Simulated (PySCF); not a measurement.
PySCF 2.14.0, TPSSH/def2-svp, df: Zn(NH2)(SH) ([NH2][Zn][SH]), 6 atoms. The geometry is a generated start, not checked to be a minimum at this level.

- task = energy
- method = tpssh
- basis = def2-svp
- two-electron scheme = density fitting
- mol.max_memory = 3000 MB
- mf.max_cycle = 100
- mf.init_guess = minao (default)
- mf.DIIS = CDIIS (default)
- mf.diis_space = 8 (default)
- mf.conv_tol = 1e-09 (default)
- mf.grids.level = 3 (default)
- basis functions = 78
- grid points = 82848

```xyz
6

Zn    -0.2263    -0.2007     0.2435
N     -0.0190     1.2457    -0.8837
H     -0.7681     1.9258    -0.9104
H      0.1957     1.0317    -1.8493
S      0.3758    -1.4232     2.0209
H      0.4418    -2.5792     1.3791
```

Charge 0 and multiplicity 1 are set for this test and not shown to be the ground state.

One run each on 2 threads, 1 BLAS thread. Values of level_shift (Hartree) tried: 0 (default), 0.1, 0.3, 1.

Task: Which value of level_shift (Hartree) needs the fewest Fock builds, and what happens away from it?

Result: Fewest Fock builds, within one of each other: 0 (default) with 12, 0.1 with 13. The count rises to 43 at 1. All converge to one solution.

```json
[
 {"level_shift (Hartree)": "0 (default)", "Fock builds": "12", "end": "same solution"},
 {"level_shift (Hartree)": "0.1", "Fock builds": "13", "end": "same solution"},
 {"level_shift (Hartree)": "0.3", "Fock builds": "18", "end": "same solution"},
 {"level_shift (Hartree)": "1", "Fock builds": "43", "end": "same solution"}
]
```
